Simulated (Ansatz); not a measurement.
Start from WS₂ (space group P6_3/mmc, No. 194; layered, stacked along the Cartesian z axis).

```
CELL_PARAMETERS angstrom
      3.15405     0.00000     0.00000
     -1.57702     2.73148     0.00000
      0.00000     0.00000    12.14146
ATOMIC_POSITIONS crystal
  W  0.33333 0.66667 0.25000
  W  0.66667 0.33333 0.75000
  S  0.33333 0.66667 0.62030
  S  0.66667 0.33333 0.12030
  S  0.66667 0.33333 0.37970
  S  0.33333 0.66667 0.87970
```

All numbers come from PBE-D3(BJ) (Ansatz, a first-principles code; PAW; 420 eV plane waves; no spin-orbit coupling).

Base values:

The gap between the host's bands is 0.88 eV. The gap character is indirect, Γ → K–Γ (47 % along).

One thing is altered: electron doping at 7.0×10^21 cm⁻³ (0.732 per cell), with a uniform compensating background at fixed cell and a 300 K Fermi–Dirac width.

Question: Estimate the effect on the gap between the host's bands.

Answer: The gap between the host's bands falls by 0.058 eV (0.88 eV → 0.83 eV).

Question: How does this affect the Fermi level from band edge?

Answer: The Fermi level relative to the doped band's edge (positive inside the band; to 0.05 eV) comes out as +0.60 eV.

Question: How does this affect the gap character?

Answer: The gap character is still indirect, Γ → K–Γ (47 % along).

Carriers are added with a uniform compensating background; total energy and stress of such cells depend on the potential's zero and are not compared; many-body gap narrowing is missing at this level. Spin-orbit coupling, missing from the scalar runs, can matter with W. Stability against distortions was not tested.
